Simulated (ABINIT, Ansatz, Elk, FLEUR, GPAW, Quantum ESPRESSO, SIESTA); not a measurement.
# Code comparison for CoAl (Pm-3m, 2 atoms in the cell)

Self-consistent single point, at a second geometry (lattice scaled by 0.98). First geometry:

```
CoAl
1.0
    2.90690     0.00000     0.00000
    0.00000     2.90690     0.00000
    0.00000     0.00000     2.90690
Al Co
1 1
Direct
  0.50000   0.50000   0.50000
  0.00000   0.00000   0.00000
```

Shared settings, as Ansatz (a quantum-chemistry and plane-wave program) writes them: kpoints.mp_grid.grid = 15 15 15; scf.occupations.method = fermi_dirac; scf.occupations.width = 0.05 eV. Potentials and cutoffs stand in the table.

| code | model | ΔF from the first geometry (meV/atom) | pressure (GPa) | cutoff |
|---|---|---|---|---|
| ABINIT | PBE, PAW (JTH v2.0 PBE PAW) | -19.5 | 0.52 | 30 Ha |
| Ansatz | PBE, default PAW files | -20.2 | 0.50 | 420 eV |
| FLEUR | PBE, all-electron FLAPW (FLEUR), scalar-relativistic valence | -16.6 | – | Kmax 4.6 1/bohr |
| Quantum ESPRESSO | PBE, SSSP 1.1.2 efficiency (PBE) pseudopotentials | -20.3 | 0.29 | 50 Ry |
| Elk | PBE, all-electron FP-LAPW, Elk's shipped species files, APW+lo basis with extra local orbitals | -17.1 | – | rgkmax 8 |
| SIESTA | GGA PBE, numerical atomic orbitals DZP, PseudoDojo PBE standard norm-conserving potentials (rewritten from UPF to PSML) | -25.3 | -0.39 | grid 350 Ry |
| GPAW | PBE, GPAW PAW datasets PBE (gpaw-data 1.0.1) | -15.8 | 1.60 | 800 eV |

A dash marks a value that a program does not give, or that is left out as unsure.

On Ansatz's run: spin polarisation is off.

The spread over the programs that give each value: ΔF from the first geometry within 9.5 meV/atom; pressure within 1.99 GPa.

SIESTA uses small atom-centred bases, whose incompleteness enters pressures, forces and empty levels differently from a plane-wave cutoff. FLEUR and Elk treat all electrons, but the usual bases taken here (sphere radii, linearisation, local orbitals, empty states) were not tested for convergence, so the values are no reference for the others. Ansatz's pressure is given at a fixed set of plane waves, as the other plane-wave codes print theirs; with its correction for the finite basis it is 0.62 GPa. In the pressure, GPAW (by 1.09) lies more than 1 GPa from the median of the plane-wave programs.

The starting cell has typed, rounded lattice constants, without a prior relaxation at this level. Its lattice was rescaled by a random factor within 2.5 % of one. For this run, on top of that: lattice scaled by 0.98.

Keys are those of Ansatz 0.2.
